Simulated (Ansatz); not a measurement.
Consider the following.

```
Be11S13
1.0
    0.00000     4.83799     4.83799
    4.83799    -4.83799     4.83799
    4.83799     4.83799     0.00000
S Be
13 11
Direct
  0.50829   0.24600   0.49623
  0.50837   0.24593   0.99471
  0.67674   0.57150   0.66181
  0.66777   0.58703   0.16614
  0.81884   0.90266   0.81189
  0.81831   0.90182   0.37106
  0.00989   0.24726   0.49414
  0.01062   0.29366   0.99380
  0.17888   0.58504   0.65825
  0.17880   0.58498   0.16280
  0.34099   0.90445   0.82947
  0.34254   0.91764   0.32868
  0.89303   0.03024   0.05413
  0.01767   0.00004   0.49137
  0.18329   0.33780   0.16417
  0.18314   0.33774   0.65090
  0.33836   0.67209   0.33078
  0.34798   0.66491   0.82605
  0.49264   0.99445   0.99261
  0.49276   0.99445   0.51466
  0.66687   0.33703   0.16618
  0.67371   0.32597   0.66278
  0.84230   0.65451   0.33061
  0.84243   0.65480   0.82727
```

Spin-polarised, with starting moments of sign S0 S0 S0 S0 S+ S+ S0 S+ S0 S0 S+ S0 S+ Be0 Be0 Be0 Be0 Be0 Be0 Be0 Be0 Be0 Be0 Be0.

All numbers come from PBEsol/PAW in Ansatz (a quantum-chemistry and plane-wave program), no spin-orbit coupling. Γ-centred 4×3×4 mesh, Fermi–Dirac width 0.01 eV.

### Question
What gap of the supercell does the calculation give?

### Answer
0.52 eV.

### Question
What is the computed total moment of the cell?

### Answer
0.0 μB.

Other magnetic orders, which the real material may have, were not ruled out. In so small a cell the defect repeats every few ångströms: this is an ordered compound, not a dilute defect. Seeded moments were not kept for S on a Be site (antisite). The cell was made from BeS in the zinc blende structure (space group F-43m, No. 216) by this change: S on a Be site (antisite). The defect cell is spin-polarised and ends with 0.0 μB.
